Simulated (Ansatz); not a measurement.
The parent structure is SiC in the zinc blende structure (space group F-43m, No. 216; a = 4.357 Å). Axes: x, y, z lie along the cube axes.

Computed with r2SCAN (Ansatz, a quantum-chemistry and plane-wave program, PAW, no SOC), earlier PAW set.

Strains are applied to the cell and any free atomic positions relax; under biaxial strain the out-of-plane vector relaxes too.

One change was made to it. Results:

| quantity | base | after |
|---|---|---|
| band gap | 1.71 eV | 1.59 eV |
| electron mass | 0.64 mₑ along k, 0.23 mₑ across (at X) | 0.61 mₑ along k, 0.22 mₑ across (at X) |
| pressure | 0.00 GPa | 48.20 GPa |

### Question
Which of these changes matches the shifts?
A. biaxial strain +1.26 %, plane normal [001], relaxed out of plane
B. biaxial strain −0.54 %, plane normal [001], relaxed out of plane
C. isotropic strain −5.10 %

### Answer
C, isotropic strain −5.10 %. For comparison, the band gap in the other runs: biaxial strain −0.54 %, plane normal [001], relaxed out of plane gives 1.66 eV; biaxial strain +1.26 %, plane normal [001], relaxed out of plane gives 1.50 eV.

Effective masses come from finite differences of ±0.01 Å⁻¹. Along k means along the line from Γ to the band edge. Whether these cells are dynamically stable was not tested.
